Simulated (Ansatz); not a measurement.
**YCu, response to strain**

The parent structure is YCu in the CsCl type structure (space group Pm-3m, No. 221; a = 3.4251 Å; relaxed with 0.1 eV smearing). Axes: x, y, z lie along the cube axes.

Strains are applied to the cell and any free atomic positions relax; under biaxial strain the out-of-plane vector relaxes too.

Level of theory: Ansatz (a program for electronic structure), PBEsol, PAW, cutoff 420 eV, no SOC.

Notes on the quantities. energy relative to the base: free energy F; pressure: mean of the normal stresses, compression positive.

```tsv
change	energy relative to the base	space group	shortest interatomic distance	pressure
base	0 meV/atom	Pm-3m (No. 221)	2.966 Å	0.0 GPa
biaxial strain −2.51 %, plane normal [110], relaxed out of plane	+12 meV/atom	Cmmm (No. 65)	2.892 Å	[?]
isotropic strain −4.85 %	+121 meV/atom	Pm-3m (No. 221)	2.822 Å	15.7 GPa
isotropic strain −1.10 %	+5.5 meV/atom	Pm-3m (No. 221)	2.934 Å	2.8 GPa
isotropic strain −0.18 %	+0.1 meV/atom	Pm-3m (No. 221)	2.961 Å	0.4 GPa
uniaxial strain ε_zz = +0.88 %	+0.6 meV/atom	P4/mmm (No. 123)	2.975 Å	-0.7 GPa
uniaxial strain ε_zz = +2.67 %	[?]	P4/mmm (No. 123)	2.993 Å	-1.9 GPa
```

**Question.** Some entries are withheld; estimate them.

**Answer.** 
- biaxial strain −2.51 %, plane normal [110], relaxed out of plane, pressure: 2.6 GPa
- uniaxial strain ε_zz = +2.67 %, energy relative to the base: +5.4 meV/atom

Whether these cells are dynamically stable was not tested. The final runs are not spin-polarised.
